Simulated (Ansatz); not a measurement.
Defect migration in fcc Rh: Rh vacancy, neutral cell. Level of theory: PBE, PAW (plane waves to 420 eV; Ansatz, an electronic-structure program).

Settings: 32 host sites, the relaxed PBE lattice, a 2×2×2 k-point mesh shifted by half a step, smearing 0.10 eV, spin-restricted, no image-charge correction. Energies are static. Forms of the defect that were not tried may lie lower.

Barriers: single points on a 4×4×4 k-point mesh shifted by half a step at the bands' geometries.

The step: one Rh atom jumps into the vacancy from a nearby Rh site. Atoms about the jump, Cartesian Å from the middle of the jump, before and after:

| atom | x0 | y0 | z0 | x1 | y1 | z1 |
|---|---|---|---|---|---|---|
| Rh1 | 0.00 | -0.94 | 0.94 | 0.00 | 0.94 | -0.94 |
| Rh2 | -1.90 | -0.94 | -0.96 | -1.90 | -0.96 | -0.94 |
| Rh3 | 1.90 | -0.94 | -0.96 | 1.90 | -0.96 | -0.94 |
| Rh4 | -1.90 | 0.96 | 0.94 | -1.90 | 0.94 | 0.96 |
| Rh5 | 1.90 | 0.96 | 0.94 | 1.90 | 0.94 | 0.96 |
| Rh6 | 0.00 | -0.94 | -2.86 | 0.00 | -0.96 | -2.87 |
| Rh7 | 0.00 | -2.87 | -0.96 | 0.00 | -2.86 | -0.94 |
| Rh8 | 0.00 | 2.86 | 0.94 | 0.00 | 2.87 | 0.96 |
| Rh9 | 0.00 | 0.96 | 2.87 | 0.00 | 0.94 | 2.86 |

Task: Give the saddle-point geometry and the barrier.

Result: 
| atom | x | y | z |
|---|---|---|---|
| Rh1 | 0.00 | 0.00 | -0.01 |
| Rh2 | -2.04 | -1.00 | -1.01 |
| Rh3 | 2.05 | -1.00 | -1.01 |
| Rh4 | -2.04 | 1.00 | 0.99 |
| Rh5 | 2.05 | 1.00 | 0.99 |
| Rh6 | 0.00 | -0.93 | -2.84 |
| Rh7 | 0.00 | -2.83 | -0.94 |
| Rh8 | 0.00 | 2.83 | 0.92 |
| Rh9 | 0.00 | 0.93 | 2.82 |
It lies 1.84 eV above the start and 1.84 eV above the end. The saddle point's order was not checked, and it lies on a symmetry element of the cell, where a band can be held.
